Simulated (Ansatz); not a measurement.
We consider AlB2-type HfB₂, described by PBE in Ansatz (PAW).

Numerical settings: plane-wave cutoff 520 eV, 18×18×12 k mesh (along the axes of the cell as run), Fermi–Dirac smearing 0.1 eV, perturbation theory, force constants from a 6×6×4 q mesh, scalar-relativistic PAW data made under PBE.

Problem. Give the computed zero-point energy.

Solution. 
* **zero-point energy**: 0.087 eV/atom

Spin–orbit coupling is not included.

Ansatz is a first-principles code.
